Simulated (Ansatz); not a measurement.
Start from TiC in the rock salt structure (space group Fm-3m, No. 225; a = 4.328 Å; relaxed with 0.1 eV smearing). Axes: x, y, z lie along the cube axes.

Computed with plane-wave PAW DFT at the r2SCAN level (Ansatz, a program for electronic structure, 500 eV), no spin-orbit coupling.

Modification: compressive biaxial strain of 2.50 % in the plane normal to [111], as in epitaxy on a mismatched substrate; the out-of-plane cell vector and the atoms relax.

Estimate the effect on the in-plane stress.

The mean in-plane stress (compression positive) is +15.8 GPa.

What happens to the energy relative to the base?

The energy goes up by 24 meV/atom.

Stability against distortions was not tested. The final runs are not spin-polarised.
